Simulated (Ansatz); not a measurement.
Band structure of Co3Si (P6_3/mmc, 8 atoms in the cell).

```
CELL_PARAMETERS angstrom
      5.06406     0.00000     0.00000
     -2.53203     4.38560     0.00000
      0.00000     0.00000     4.04271
ATOMIC_POSITIONS crystal
  Co 0.16748 0.33495 0.75000
  Co 0.83252 0.66505 0.25000
  Co 0.83252 0.16748 0.25000
  Co 0.16748 0.83252 0.75000
  Co 0.66505 0.83252 0.75000
  Co 0.33495 0.16748 0.25000
  Si 0.66667 0.33333 0.75000
  Si 0.33333 0.66667 0.25000
```

Level of theory: PBEsol, PAW files made with PBE (plane waves; Ansatz, a quantum-chemistry and plane-wave program).

Settings: kpoints.mp_grid.grid = 5 5 6; hamiltonian.xc = pbesol; hamiltonian.pseudopotentials = {kind: paw} (an earlier, softer set of the program's PAW files); scf.occupations.method = gaussian; scf.occupations.width = 0.0037 Ry; kpoints.band_path.npoints = 8.

The starting cell comes from a database of computed structures (which also holds hypothetical and non-ambient phases and stackings), without a prior relaxation at this level. Its lattice was rescaled by a random factor within 2.5 % of one. Spin polarisation is off.

Levels in eV from the Fermi level, bands 52 to 59:
```
point     52     53     54     55     56    57    58    59
-----  -----  -----  -----  -----  -----  ----  ----  ----
Γ      -0.35  -0.35  -0.30   0.34   0.47  0.50  0.59  0.98
M      -0.54  -0.39  -0.31  -0.30   0.32  0.34  1.02  2.07
K      -0.40  -0.39  -0.39  -0.14  -0.14  0.32  2.27  2.27
A      -0.28  -0.28  -0.28  -0.04  -0.04  0.44  0.44  0.49
L      -0.68  -0.26  -0.26  -0.02  -0.02  0.20  0.20  0.77
H      -0.44  -0.34  -0.34  -0.03  -0.03  0.19  0.19  0.20
```

Bands cross the Fermi level along this path, so the cell is metallic at this level.

Keys are those of Ansatz 0.2.
